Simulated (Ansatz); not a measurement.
The reference is ZnS in the wurtzite structure (space group P6_3mc, No. 186; a = 3.845 Å, c = 6.306 Å). Axes: x lies along a and z along c of the hexagonal cell.

Method: PBE (Ansatz, a program for electronic structure; PAW; 420 eV plane waves; without spin-orbit coupling).

It is then changed as follows: every lattice vector is shortened by 2.37 %; the atoms relax in the strained cell.

Q: Predict the stress tensor and what it implies for the stiffness.

A: Stress of the strained cell less that of the base (GPa, compression positive):
```
   5.76    0.00    0.00
   0.00    5.76    0.00
   0.00    0.00    6.00
```

Then B = −ΔP/(ΔV/V₀) with ΔV/V₀ = -0.0694 gives secant stiffness values (nonlinear terms included at this strain): B (at held cell shape, above the free-shape value) ≈ 84 GPa.

As a check, the harmonic strain energy −½ V₀ Δσ:ε is 26 meV/atom; the computed energy rise is 24 meV/atom.

No phonon test of stability was made.
